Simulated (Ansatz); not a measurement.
Structures of equal composition on the (111) surface of fcc Pd: a layer of Ir in place of the second plane; a layer of Ir in place of the third plane. The slabs share one bottom face, and each structure is named by its start. These are constructed structures in small cells; real faces may alloy, dewet or reconstruct in larger ones, and not all known structures of the face are among them. Slabs of about 11 Å with all that they carry, Fermi-Dirac smearing of 0.1 eV. Bottom of the slabs: a bare face, its two planes held. Relaxed from the named starts with such symmetry as they have, on meshes of like density; energies extrapolated to zero smearing; no spin-orbit coupling, no U. Spin-polarised runs, if any, are marked in brackets, and their order is one that fits the cell; the others ran without spin.

All values below come from PBE (plane waves to 420 eV, PAW; Ansatz, an electronic-structure program).

### Question
Rank these by energy per 1x1 cell (lowest first), as PBE gives it.

### Answer
a layer of Ir in place of the third plane (0.000 eV), a layer of Ir in place of the second plane (0.104 eV)
